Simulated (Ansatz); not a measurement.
The starting structures come from a database of crystals and need not be the phases stable at ambient conditions.

Where the default PAW files enter, the runs use the earlier of Ansatz's two default sets.

Tunnelling through a barrier is set by its complex band structure: the current falls as exp(−2κd) with the smallest κ.

```xyz
2
Lattice="3.8661 0.0000 0.0000 -1.9330 3.3481 0.0000 1.9330 1.1160 3.1566" Properties=species:S:1:pos:R:3 pbc="T T T"
Mg     0.0000     0.0000     0.0000
Se     3.8661     2.2321     1.5783
```

Space group of this cell: Fm-3m, rock salt. The cell is taken as given; by PBEsol its mean pressure is -0.6 GPa.

Transport runs along the normal of the first two printed cell vectors, the (111) plane of the conventional cell.

The gap is the functional's own, uncorrected, and κ follows it; spin-orbit coupling is left out. Mid-gap means the computed energy nearest the middle.

Question: Estimate the band gap and the smallest decay constant κ at mid-gap that PBEsol (Ansatz, an electronic-structure program) returns for this system.

Answer: Gap 1.76 eV on a 12×12×12 mesh; κ = 0.136 1/Å, at the zone centre.
